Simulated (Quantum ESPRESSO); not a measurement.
Quantum ESPRESSO is run on La4Rh3 (I-43d, 14 atoms in the cell), and the run fails. The aim is a self-consistent single point with DFT, LDA (PZ), plane waves, GBRV 1.5 ultrasoft (LDA) pseudopotentials.

Cell that was meant: a = 7.7605 Å, b = 7.7605 Å, c = 7.7605 Å, α = 109.47°, β = 109.47°, γ = 109.47°.

Part of the input:

```fortran
  -4.4805000000     4.4805000000     4.4805000000
   4.4805000000    -4.4805000000     4.4805000000
   4.4805000000     4.4805000000    -4.4805000000
ATOMIC_POSITIONS angstrom
Rh    0.2499984585    0.6249983865    0.3750044085
Rh    0.3750044085    0.2499984585    0.6249983865
Rh    0.7499953755    0.8750013255    0.1250014695
Rh    0.1250014695    0.7499953755    0.8750013255
Rh    0.6249983865    0.3750044085    0.2499984585
Rh    0.8750013255    0.1250014695    0.7499953755
La    0.1140018420    0.1140018420    0.1140018420
La    0.8860009530    0.4999969170    0.0000000000
La    0.4999969170    0.0000000000    0.3860040360
La    0.0000000000    0.8860009530    0.4999969170
La    0.3860040360    0.4999969170    0.0000000000
La    0.6139987590    0.6139987590    0.6139987590
La    0.0000000000    0.3860040360    0.4999969170
La    0.4999969170    0.0000000000    0.8860009530
K_POINTS automatic
2 2 2  0 0 0
```

The program printed (abridged):

```
     Message from routine setup:
     using ibrav=0 with symmetry is DISCOURAGED, use correct ibrav instead
     G-vector sticks info
     --------------------
     sticks:   dense  smooth     PW     G-vecs:    dense   smooth      PW
     Sum        5161    2587    785               234705    83143   13835

     bravais-lattice index     =            0
   [... lines left out ...]
         2        Rh     tau(   2) = (   0.0483225   0.0322144   0.0805363  )
         3        Rh     tau(   3) = (   0.0966432   0.1127513   0.0161075  )
         4        Rh     tau(   4) = (   0.0161075   0.0966432   0.1127513  )
         5        Rh     tau(   5) = (   0.0805363   0.0483225   0.0322144  )
         6        Rh     tau(   6) = (   0.1127513   0.0161075   0.0966432  )
         7        La     tau(   7) = (   0.0146901   0.0146901   0.0146901  )
         8        La     tau(   8) = (   0.1141687   0.0644288   0.0000000  )
         9        La     tau(   9) = (   0.0644288   0.0000000   0.0497399  )
        10        La     tau(  10) = (   0.0000000   0.1141687   0.0644288  )
        11        La     tau(  11) = (   0.0497399   0.0644288   0.0000000  )
        12        La     tau(  12) = (   0.0791189   0.0791189   0.0791189  )
        13        La     tau(  13) = (   0.0000000   0.0497399   0.0644288  )
        14        La     tau(  14) = (   0.0644288   0.0000000   0.1141687  )

     number of k points=     4  Marzari-Vanderbilt smearing, width (Ry)=  0.0073
                       cart. coord. in units 2pi/alat
        k(    1) = (   0.0000000   0.0000000   0.0000000), wk =   0.2500000
        k(    2) = (  -0.4330127  -0.4330127   0.0000000), wk =   0.7500000
        k(    3) = (  -0.8660254  -0.8660254  -0.8660254), wk =   0.2500000
        k(    4) = (  -0.4330127   0.4330127   0.0000000), wk =   0.7500000

     Dense  grid:   234705 G-vectors     FFT dimensions: (  90,  90,  90)

     Smooth grid:    83143 G-vectors     FFT dimensions: (  60,  60,  60)

     Initial potential from superposition of free atoms

     starting charge     174.7703, renormalised to     178.0000

 %%%%%%%%%%%%%%%%%%%%%%%%%%%%%%%%%%%%%%%%%%%%%%%%%%%%%%%%%%%%%%%%%%%%%%%%%%%%%%
     Error in routine cdiaghg (256):
     S matrix not positive definite
 %%%%%%%%%%%%%%%%%%%%%%%%%%%%%%%%%%%%%%%%%%%%%%%%%%%%%%%%%%%%%%%%%%%%%%%%%%%%%%

     stopping ...
```

Problem. From the messages shown, name the fault and mend the input.

Solution. The fault is this: crystal numbers under an angstrom card; here the program stops on it instead of giving results. To fix it, make label and numbers agree, by changing either. The program stopped before any SCF iteration.

An input that runs soundly differs in these lines (not the only fix; some lines may just follow from the change or write a value another way):
```diff
-ATOMIC_POSITIONS angstrom
-Rh    0.2499984585    0.6249983865    0.3750044085
-Rh    0.3750044085    0.2499984585    0.6249983865
-Rh    0.7499953755    0.8750013255    0.1250014695
-Rh    0.1250014695    0.7499953755    0.8750013255
-Rh    0.6249983865    0.3750044085    0.2499984585
-Rh    0.8750013255    0.1250014695    0.7499953755
-La    0.1140018420    0.1140018420    0.1140018420
-La    0.8860009530    0.4999969170    0.0000000000
-La    0.4999969170    0.0000000000    0.3860040360
-La    0.0000000000    0.8860009530    0.4999969170
-La    0.3860040360    0.4999969170    0.0000000000
-La    0.6139987590    0.6139987590    0.6139987590
-La    0.0000000000    0.3860040360    0.4999969170
-La    0.4999969170    0.0000000000    0.8860009530
+ATOMIC_POSITIONS crystal
+Rh    0.2500000000    0.6250000000    0.3750000000
+Rh    0.3750000000    0.2500000000    0.6250000000
+Rh    0.7500000000    0.8750000000    0.1250000000
+Rh    0.1250000000    0.7500000000    0.8750000000
+Rh    0.6250000000    0.3750000000    0.2500000000
+Rh    0.8750000000    0.1250000000    0.7500000000
+La    0.1140000000    0.1140000000    0.1140000000
+La    0.8860000000    0.5000000000    0.0000000000
+La    0.5000000000    0.0000000000    0.3860000000
+La    0.0000000000    0.8860000000    0.5000000000
+La    0.3860000000    0.5000000000    0.0000000000
+La    0.6140000000    0.6140000000    0.6140000000
+La    0.0000000000    0.3860000000    0.5000000000
+La    0.5000000000    0.0000000000    0.8860000000
```

With that input, the run converged in 20 iterations: free energy E − TS -25121.5428 eV; Fermi level (on the code's own zero) 13.95 eV; pressure -5.44 GPa; largest force (vector length) 0.122 eV/Å (DFT, LDA (PZ), plane waves, GBRV 1.5 ultrasoft (LDA) pseudopotentials).

On the sound input: the starting cell comes from a database of published, mostly measured structures (it also holds non-ambient and calculated ones), without a prior relaxation at this level. Spin polarisation is off. With a pressure of about -5 GPa the cell is away from its equilibrium volume at this level. Without a gap this mesh is coarse (it stands for a supercell whose shortest vector is 16 Å).
